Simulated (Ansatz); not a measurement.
A periodic model of amorphous Nb₁₆O₄₂Ti:

```xyz
59
Lattice="9.5407 0.0000 0.0000 0.0000 9.5407 0.0000 0.0000 0.0000 9.5407" Properties=species:S:1:pos:R:3 pbc="T T T"
Nb     6.0617     1.0693     4.7987
Nb     6.9081     0.5523     8.4816
Nb     0.2484     6.7058     3.4733
Nb     3.6158     9.5384     0.9129
Nb     5.0589     3.2996     0.5155
Nb     3.1018     8.4338     4.5445
Nb     7.0169     5.1263     4.3416
Nb     9.4113     2.9174     4.6119
Nb     8.5893     5.0200     0.5177
Nb     1.4941     2.7442     1.8366
Nb     2.2539     3.9272     7.1975
Nb     7.4330     8.4898     2.1661
Nb     2.9250     7.3145     8.0118
Nb     8.6345     6.9615     7.0027
Nb     5.4034     6.9085     0.3434
Nb     1.0018     0.4817     7.2579
O      0.5131     3.6173     0.5114
O      0.0426     1.4485     5.7054
O      0.7547     7.9289     7.5215
O      4.7783     6.6497     8.1160
O      7.1716     5.7733     6.0199
O      1.7966     3.3835     3.7944
O      8.7157     5.4655     8.2289
O      4.9053     9.1350     4.8477
O      2.0775     5.5999     8.1490
O      3.4175     7.5543     0.4695
O      9.3357     8.3023     2.5971
O      7.6642     0.0503     0.7200
O      5.4854     8.2396     1.8316
O      5.3492     9.1929     9.0006
O      3.2948     7.3736     6.1656
O      3.9489     3.5121     8.6938
O      7.4106     3.0598     4.6142
O      7.1805     4.0168     1.1025
O      2.6445     9.2579     8.3896
O      3.1621     9.1685     2.7003
O      7.3373     6.8093     0.6388
O      0.7010     3.9795     6.1706
O      0.2170     5.9054     1.6751
O      9.0100     0.7695     8.1676
O      3.3870     3.5044     1.9711
O      7.3615     6.7090     3.3248
O      4.6766     2.2225     4.2049
O      8.9963     4.8671     3.9355
O      3.4100     4.0861     5.8085
O      4.7322     1.4919     1.2303
O      2.0955     6.8830     3.7711
O      2.0648     1.2074     0.9655
O      2.0096     0.0119     5.4068
O      7.4854     8.2065     7.5508
O      9.2538     7.2739     5.2283
O      5.0297     5.2410     0.9769
O      7.2157     0.2816     3.5479
O      5.1839     4.8786     3.8492
O      1.9402     2.0852     7.6224
O      9.5395     2.0932     2.8533
O      6.3728     2.2641     8.9417
O      6.5669     1.0513     6.5525
Ti     3.7363     3.7234     3.9196
```

Method: PBE, scalar-relativistic without spin-orbit coupling (plane waves to 420 eV, PAW; Ansatz, a first-principles code).

A CHGNet melt-quench gave the starting glass, which DFT then relaxed. O atoms were pushed apart under 1.9 Å during the dynamics, to hinder bonds among them. The hot cell started wider than the set density and was brought back towards it in steps. It is the lowest in DFT energy of 2 quenches. It is a model cell: composition and starting density were chosen by hand, and all elements were melted together. No dispersion term was used. Its density started from a set value of 4.26 and ended at 4.22 g/cm³. Cooling (nominally 210 K/ps over its main leg) ran many orders faster than in experiment, which tends to leave more defects and strain. A cell of this size samples the disorder only roughly. The volume was free in the relaxation, at fixed shape. Stress components on the final sampling reach 1.5 GPa. On a 2×2×2 Γ-centred mesh force components of up to 0.14 eV/Å stay, since the relaxation ran on the zone centre alone.

Cut-offs for bonds: Nb-Nb 3.12 Å, Nb-O 2.60 Å, Nb-Ti 3.12 Å, O-O 1.58 Å, O-Ti 2.49 Å, Ti-Ti 3.12 Å. Two cations that share two anions don't count as bonded, nor two that share one unless they lie closer than Nb-Nb 3.04 Å, Nb-Ti 3.04 Å, Ti-Ti 3.04 Å.

Task: Give the coordination numbers, mean bond lengths and angles.

Result: 
The mean coordination of Nb by anions comes out as 5.62 (7 with 5, 8 with 6, 1 with 7) and the mean coordination of O is 2.26 (31 with 2, 11 with 3). The mean coordination of Ti by anions is 5.00 (1 with 5). The mean Nb-O bond comes out as 2.006 Å (spread 0.161 Å, 90 counted). The mean O-Ti bond is 1.913 Å (spread 0.076 Å, 5 counted). The bond angle at Nb comes out as mean 104.4°, spread 28.0°. The bond angle at O is mean 129.4°, spread 21.7° and the bond angle at Ti is mean 106.8°, spread 26.0°.

Task: List the pairs of like atoms that count as bonded by the rules above.

Result: There are none by these rules.
